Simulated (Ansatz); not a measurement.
## Input and output of a self-consistent single point for TlBr (Pm-3m, 2 atoms in the cell) (Ansatz)

Method: LDA (PW92), default PAW files made with PBE (plane waves; Ansatz, a program for electronic structure).

The input file:

Ansatz 0.2 input:
```yaml
crystal:
  lattice:
    - [4.001970, 0.000000, 0.000000]
    - [0.000000, 4.001970, 0.000000]
    - [0.000000, 0.000000, 4.001970]
  atoms:
    - { symbol: Tl, position_ang: [0.000000, 0.000000, 0.000000] }
    - { symbol: Br, position_ang: [2.000985, 2.000985, 2.000985] }
basis:
  ecutwfc: 420.0
kpoints:
  mp_grid:
    grid: [6, 6, 6]
hamiltonian:
  xc: lda
  pseudopotentials:
    kind: paw
scf:
  occupations:
    method: fermi_dirac
    width: 0.01
output:
  forces: true
  eigenvalues: true
  stress: true
```

Log, with long lists cut:

```
WARN ansatz: RAYON_NUM_THREADS=1 ignored (pool sized by the plan → 1); use --threads N
Pseudopotentials: kind: paw
Pseudopotential: Tl, paw, valence charge 13
Pseudopotential: Br, paw, valence charge 7
Crystal: 2 atoms, lattice volume = 64.095 Å³
Basis set: ecut = 420 eV, 1237 PW (Γ)
Bands: 14, of which v1, the nominal top of the filled ones, is band 10 counted from 1 (9 counted from 0)
Symmetry: 48 space group operations
Space group: Pm-3m (ITA 221), of the structure as read, at distance tolerance 4.0e-5 Å
k-points: 20 of 216
PAW frozen core: Tl, regenerated for the run's functional, and the local potential with it
PAW frozen core: Br, regenerated for the run's functional, and the local potential with it
Initial density: superposition of atomic densities (neutral atoms: chi_scale 0, normalization atom), corrected by the library's trained network
Initial wavefunctions: pseudopotential atomic-orbital guess
Eigensolver: davidson
Functional: x = slater, c = lda
SCF iter   1: F=—  HF=-13841.851333 eV  |F-HF|=—  |Δ(HF+E_count)|=         —  Δρ=4.32e-3  dr2=1.20e-2  ethr=1.77e-3  ⟨swp⟩=7.0  Hψ=1630  notcnv=0
all-band conjugate gradients solve this SCF's bands
preconditioner: auto → Resta (q_TF=auto, 2.247 Å⁻¹)
SCF iter   2: F=—  HF=-13841.846381 eV  |F-HF|=—  |Δ(HF+E_count)|=   4.95e-3  Δρ=2.22e-3  dr2=3.82e-3  ethr=6.01e-5  ⟨swp⟩=2.4  Hψ=672  notcnv=0
SCF iter   3: F=—  HF=-13841.845249 eV  |F-HF|=—  |Δ(HF+E_count)|=   1.13e-3  Δρ=5.63e-4  dr2=1.97e-4  ethr=1.91e-5  ⟨swp⟩=2.7  Hψ=510  notcnv=0
SCF iter   4: F=—  HF=-13841.845195 eV  |F-HF|=—  |Δ(HF+E_count)|=   5.41e-5  Δρ=1.33e-4  dr2=1.13e-5  ethr=9.84e-7  ⟨swp⟩=2.0  Hψ=480  notcnv=0
SCF iter   5: F=—  HF=-13841.845196 eV  |F-HF|=—  |Δ(HF+E_count)|=   8.85e-7  Δρ=3.04e-5  dr2=9.04e-7  ethr=5.64e-8  ⟨swp⟩=1.1  Hψ=282  notcnv=0
SCF iter   6: F=-13841.845196 eV  HF=-13841.845196 eV  |F-HF|=3.27e-9  |Δ(HF+E_count)|=   1.49e-7  Δρ=4.46e-6  dr2=8.18e-9  ethr=5.00e-10  ⟨swp⟩=6.1  Hψ=1449  notcnv=0
SCF 1 converged in 6 iterations: F = -13841.845196 eV  dr2 = 8.18e-9
SCF converged after 6 iterations
Free energy (F): -13841.845196 eV
Harris-Foulkes:  -13841.845196 eV  (|F-HF|=3.27e-9)
Internal energy: -13841.845196 eV  (E = F + TS)
E sigma→0 (E₀):  -13841.845196 eV
Fermi energy:    5.425581 eV
--- Per-component energies (eV) ---
  E_band       = -51.573073
  E_kinetic    = 463.946242
  E_local      = -1237.234011  (includes V_loc(G=0)·N_el)
  E_nonlocal   = 393.640677
  E_hartree    = 429.421427
  E_xc         = -489.521284
  E_vxc        = -246.920375  (∫ρ·V_xc dr)
  E_paw        = -12026.804716  (= ΣΔE_a)
  E_vpaw       = -283.847934  (= ΣTr[D̂ρ^β])
  E_aug_tail   = 0.000031  (compensation charges beyond the density's cutoff)
  E_ewald      = -1375.358512
  E_core_change = 0.064950  (= ΣΔE_core)
  E_smearing   = -0.000000  (= −TS)
  E_closure    = -0.000000  (closes the sum)
  Σ components = -13841.845196   (vs F -13841.845196, Δ=0.00e0)
--- Forces (eV/Å), atoms counted from 1 ---
  atom   1  Tl     0.00000000     0.00000000    -0.00000000
  atom   2  Br    -0.00000000     0.00000000     0.00000000
  max |Σ_I F_I| component: 8.55e-30 eV/Å
--- Stress (GPa, compression-positive) ---
       -3.022243       0.000000       0.000000
        0.000000      -3.022243      -0.000000
        0.000000      -0.000000      -3.022243
  P = ⅓ Tr σ = -3.0222 GPa (-30.222 kbar)
  The stress holds the Pulay correction. Without it, at fixed plane waves, as pw.x and ABINIT print it: P = -3.0488 GPa
--- Band table (eV; the first three rows and the last of 20) ---
  k-point 0: bands = ["-9.0960", "-5.4221", "-5.4221", "-5.2517", "-5.2517", "-5.2517", "-0.1766", "3.3602", "3.3602", "3.3602", "11.4950", "11.4950", "11.6062", "11.6062"]
  k-point 1: bands = ["-9.0420", "-5.4195", "-5.3896", "-5.2666", "-5.2666", "-5.2504", "-0.3752", "3.4751", "3.4751", "3.4863", "9.6162", "11.2542", "11.2542", "11.6689"]
  k-point 2: bands = ["-8.9288", "-5.4144", "-5.3269", "-5.2960", "-5.2960", "-5.2477", "-0.7696", "3.7247", "3.7247", "3.9889", "7.4691", "10.5544", "10.5544", "12.1415"]
  k-point 19: bands = ["-8.5823", "-5.3833", "-5.3833", "-5.3833", "-5.1941", "-5.1941", "1.7046", "2.7510", "2.7510", "2.7510", "6.6173", "6.6173", "6.6173", "17.0932"]
```

The run converged in 6 iterations.

The starting cell has typed, rounded lattice constants, without a prior relaxation at this level. Its lattice was rescaled by up to half a per cent. Spin-orbit coupling is off. With a pressure of about -3 GPa the cell is away from its equilibrium volume at this level. Ansatz's pressure includes its estimate of the finite-basis (Pulay) stress.
